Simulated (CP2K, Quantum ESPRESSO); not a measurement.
A CP2K input for a self-consistent single point of Zn₂GeS₃ (P3m1, 6 atoms in the cell) (DFT PBEsol, GPW, DZVP-MOLOPT-SR-GTH basis, GTH-PBE potentials (GTH_POTENTIALS)):

```
&GLOBAL
  PROJECT run
  RUN_TYPE ENERGY_FORCE
  PRINT_LEVEL MEDIUM
&END GLOBAL
&FORCE_EVAL
  METHOD Quickstep
  STRESS_TENSOR ANALYTICAL
  &DFT
    BASIS_SET_FILE_NAME BASIS_MOLOPT
    POTENTIAL_FILE_NAME GTH_POTENTIALS
    &QS
      METHOD GPW
      EPS_DEFAULT 1E-10
    &END QS
    &MGRID
      CUTOFF 600
      REL_CUTOFF 50
      NGRIDS 5
    &END MGRID
    &SCF
      SCF_GUESS ATOMIC
      EPS_SCF 1E-6
      MAX_SCF 100
      ADDED_MOS 8
      &DIAGONALIZATION
        ALGORITHM STANDARD
      &END DIAGONALIZATION
      &MIXING
        METHOD BROYDEN_MIXING
        ALPHA 0.3
        NBUFFER 8
      &END MIXING
    &END SCF
    &KPOINTS
      SCHEME MONKHORST-PACK 9 9 3
    &END KPOINTS
    &XC
      &XC_FUNCTIONAL
        &PBE
          PARAMETRIZATION PBESOL
        &END PBE
      &END XC_FUNCTIONAL
    &END XC
    &PRINT
      &MO
        EIGENVALUES T
        OCCUPATION_NUMBERS T
        NDIGITS 8
        FILENAME mo
        &EACH
          QS_SCF 0
        &END EACH
        ADD_LAST NUMERIC
      &END MO
      &MULLIKEN ON
      &END MULLIKEN
    &END PRINT
  &END DFT
  &SUBSYS
    &CELL
      ABC 3.85802000 3.85801972 10.53289000
      ALPHA_BETA_GAMMA 90.00000000 90.00000000 120.00000244
      PERIODIC XYZ
    &END CELL
    &COORD
      Zn       1.92901193     1.11371322     3.70273215
      Zn      -0.00000193     2.22742978     6.82741930
      Ge       0.00000000     0.00000000    10.53267934
      S        0.00000000     0.00000000     2.99850313
      S        1.92901193     1.11371322     6.15605289
      S       -0.00000193     2.22742978     9.28095069
    &END COORD
    &KIND Zn
      BASIS_SET DZVP-MOLOPT-SR-GTH-q12
      POTENTIAL GTH-PBE-q12
    &END KIND
    &KIND Ge
      BASIS_SET DZVP-MOLOPT-SR-GTH-q4
      POTENTIAL GTH-PBE-q4
    &END KIND
    &KIND S
      BASIS_SET DZVP-MOLOPT-SR-GTH-q6
      POTENTIAL GTH-PBE-q6
    &END KIND
  &END SUBSYS
  &PRINT
    &FORCES ON
    &END FORCES
    &STRESS_TENSOR ON
    &END STRESS_TENSOR
  &END PRINT
&END FORCE_EVAL
```

Q: Write the same calculation as an input for Quantum ESPRESSO.

A: This is the input that was run; spellings and numerical settings could be chosen otherwise.

```fortran
&control
    calculation = 'scf'
    prefix = 'pwscf'
    outdir = './tmp/'
    pseudo_dir = './'
    tprnfor = .true.
    tstress = .true.
/
&system
    ibrav = 0
    nat = 6
    ntyp = 3
    ecutwfc = 50
    ecutrho = 300
    occupations = 'fixed'
    nbnd = 29
    input_dft = 'pbesol'
/
&electrons
    conv_thr = 1.0e-11
/
ATOMIC_SPECIES
Zn    65.3800  Zn.pbe-dn-rrkjus_psl.1.0.0.UPF
Ge    72.6300  Ge.pbe-n-rrkjus_psl.1.0.0.UPF
S     32.0600  S.pbe-n-rrkjus_psl.1.0.0.UPF
CELL_PARAMETERS angstrom
   3.85801981     0.00000000     0.00000000
  -1.92900991     3.34114316     0.00000000
   0.00000000     0.00000000    10.53289000
ATOMIC_POSITIONS crystal
Zn    0.66666667    0.33333333    0.35154000
Zn    0.33333333    0.66666667    0.64820000
Ge    0.00000000    0.00000000    0.99998000
S     0.00000000    0.00000000    0.28468000
S     0.66666667    0.33333333    0.58446000
S     0.33333333    0.66666667    0.88114000
K_POINTS automatic
9 9 3  0 0 0
```

Basis, cutoffs, solver keys and any potentials are the target program's own. This input uses DFT, PBEsol, plane waves, PSlibrary ultrasoft (PBE) pseudopotentials.

The starting cell comes from a database of computed structures (which also holds hypothetical and non-ambient phases and stackings), without a prior relaxation at this level.
